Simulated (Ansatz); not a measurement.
GdNbO4 (C2/c, No. 15; cell taken from a computed entry) was calculated with HSE06+SOC in Ansatz (plane waves, PAW).

Run with plane-wave cutoff 460 eV, 4×4×6 k mesh (along the axes of the cell as run), Fermi–Dirac smearing 0.01 eV, spin-polarised start, PAW data made under PBE.

Cell (relaxed with PBEsol):

```
CELL_PARAMETERS angstrom
      3.52663    -5.51367     0.00950
      3.52663     5.51367     0.00950
     -3.34689     0.00000     3.82612
ATOMIC_POSITIONS crystal
  Gd 0.12964 0.87036 0.25000
  Gd 0.87036 0.12964 0.75000
  Nb 0.60383 0.39617 0.25000
  Nb 0.39617 0.60383 0.75000
  O  0.28822 0.22539 0.79579
  O  0.71178 0.77461 0.20421
  O  0.77461 0.71178 0.70421
  O  0.22539 0.28822 0.29579
  O  0.86551 0.44659 0.16011
  O  0.13449 0.55341 0.83989
  O  0.55341 0.13449 0.33989
  O  0.44659 0.86551 0.66011
```

**Question.** Estimate the band gap, smallest direct gap on the k points sampled and Γ–Γ gap that the calculation returns.

**Answer.** 
- band gap = 5.05 eV (indirect)
- smallest direct gap on the k points sampled = 5.26 eV
- Γ–Γ gap = 5.46 eV

Measured, for comparison: band gap 4.93 eV (temperature not stated, not corrected to a static lattice, diffuse reflectance of powders, Elliott-model fit; as tabulated in Garg et al. (2023), arXiv:2401.13477).

Note: the magnetic order was assumed, not searched for or taken from measurement; the state of the 4f shell is in doubt; cell and atoms aren't relaxed at this level (largest force component 0.44 eV/Å, pressure 0.9 GPa).

Computed values are for the static lattice.

Ansatz is an electronic-structure program.
